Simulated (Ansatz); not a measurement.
The reference is HgS in the zinc blende structure (space group F-43m, No. 216; a = 5.992 Å).

All numbers come from PBE/PAW in Ansatz (a program for electronic structure), without spin-orbit coupling.

For the base:

| Property | Result |
|---|---|
| Pressure | 0.0 GPa |
| Band gap | zero |

Modification: the cell is scaled by 1.0300 in all directions, atoms relaxed at fixed cell.

Q: What happens to the pressure, energy relative to the base and band gap?

A: The pressure goes from zero to -3.6 GPa; the energy goes up by 30 meV/atom; the band gap stays zero.

A case with no gap was solved on a k-mesh chosen for an insulator, which is coarse for it. Spin-orbit coupling, missing from the scalar runs, can matter with Hg. The cells carry an imposed strain or load. Stability against distortions was not tested. All final runs are without spin polarisation. The zero or small gap of HgS can change with the level of theory.
